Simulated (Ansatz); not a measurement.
Take InAs in the zinc blende structure (space group F-43m, No. 216; a = 6.0869 Å) as the base.

Now apply this change: full substitution In → Ga; the structure is relaxed again.

Levels (all Ansatz, an electronic-structure program, PAW): PBEsol (420 eV, no spin-orbit coupling); r2SCAN (500 eV, no SOC); HSE06 (420 eV, no SOC).

At the geometry relaxed with PBEsol, these levels gave the following band gaps, in shuffled order: (a) 0.99 eV, (b) 0.42 eV, (c) 1.40 eV.

**Question.** Match each gap to its level.

**Answer.** (a) r2SCAN; (b) PBEsol; (c) HSE06.

Single points use the geometry relaxed with PBEsol. Whether these cells are dynamically stable was not tested. The final runs are not spin-polarised.
